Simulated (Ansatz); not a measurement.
## Pd3InN (model structure, started from the Ni3MgC type, Pm-3m, No. 221, 5 atoms in the cell): bulk modulus B0 by level of theory

No measured value is used here.

| level (code) | value (GPa) | cell (Å³/atom) |
|---|---|---|
| LDA (Ansatz) | 203 | 13.86 |
| PBE (Ansatz) | 157 | 14.91 |
| PBEsol (Ansatz) | 185 | 14.23 |
| r²SCAN (Ansatz) | 173 | 14.57 |

LDA, PBE, PBEsol, r²SCAN: the bulk modulus is −V dP/dV from two relaxed cells at ±2 % in volume. Each level is taken at its own relaxed cell. Cutoffs differ between the levels. Ansatz's density-functional and Hartree–Fock values are scalar-relativistic unless marked +SOC, with PAW data made under PBE.

A model structure was made by putting elements into a prototype or built by hand; it is no filed structure, need not be a known phase, and can be a saddle point held by its symmetry.

Ansatz is an electronic-structure program.
